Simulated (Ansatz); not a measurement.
We consider KCSN (Pbcm, No. 57), described by r²SCAN in Ansatz (plane waves, PAW).

Numerical settings: plane-wave cutoff 560 eV, 6×6×6 k mesh, Fermi–Dirac smearing 0.01 eV, scalar-relativistic PAW data made under PBE.

Shape and atoms are relaxed at each volume.

Pressure at four volumes; x = ln(V/20.967 Å³). One pressure is withheld.

```
V (Å³/atom)        x  P (GPa)
-----------  -------  -------
20.128       -0.0408    0.818
20.967        0.0000    0.000
21.386        0.0198   -0.336
21.805        0.0392        ?
```

Q: Pass a parabola P(x) through the three rows shown, estimate the bulk modulus and its pressure derivative near zero pressure, and predict the withheld pressure.

A: Slopes between the rows: (0.000 − (0.818))/(0.0000 − (-0.0408)) = -20.05 and (-0.336 − (0.000))/(0.0198 − (0.0000)) = -16.97 GPa. Their difference over the span 0.0606 is c = 3.08/0.0606 = 50.8 GPa, so P(x) = 0.818 + (-20.05)(x − (-0.0408)) + 50.8 (x − (-0.0408))(x − (0.0000)). At the middle row B = −dP/dx = −[-20.05 + 50.8 × 0.0408] = 18.0 GPa, and B′ = dB/dP = 2c/B = 5.6. At x = 0.0392 the parabola gives -0.627 GPa; the run gives -0.634 GPa. The Birch–Murnaghan fit to the energies at all volumes has B0 = 18.0 GPa and B′ = 5.3.

Ansatz is a quantum-chemistry and plane-wave program.
